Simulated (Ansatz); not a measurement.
# How far PBE and PBEsol part for HfO2, isotropic strain +2.40 %

Consider HfO2 (space group P4_2/nmc, No. 137; a = 3.604 Å, c = 5.264 Å).

(Cell as relaxed with PBE.)

Levels (all Ansatz, a program for electronic structure, PAW): PBE (420 eV, no spin-orbit coupling); PBEsol (420 eV, scalar-relativistic without spin-orbit coupling).

Each level relaxes its own structure.

```json
[
 {"base": "volume per atom", "PBE": "11.40 Å³", "PBEsol": "10.96 Å³"},
 {"base": "lattice parameter a", "PBE": "3.604 Å", "PBEsol": "3.567 Å"},
 {"base": "band gap", "PBE": "4.67 eV", "PBEsol": "4.57 eV"}
]
```

One thing is altered: the cell is scaled by 1.0240 in all directions, atoms relaxed at fixed cell.

```csv
quantity,PBE,PBEsol
"pressure (mean of the normal stresses, compression positive)",-11.04 GPa,-12.43 GPa
energy relative to the base (free energy F),+31 meV/atom,+34 meV/atom
largest internal atomic displacement,0.073 Å,0.072 Å
```

PBE's pressure lies 1.39 GPa above PBEsol's; PBE's energy relative to the base lies 2.5 meV/atom below PBEsol's. Neither level is exact; PBEsol is the comparison here, not a measurement.

With Hf present, leaving out spin-orbit coupling can change the band edges. Whether these cells are dynamically stable was not tested. This is not the structure that HfO2 has at room temperature and ambient pressure.
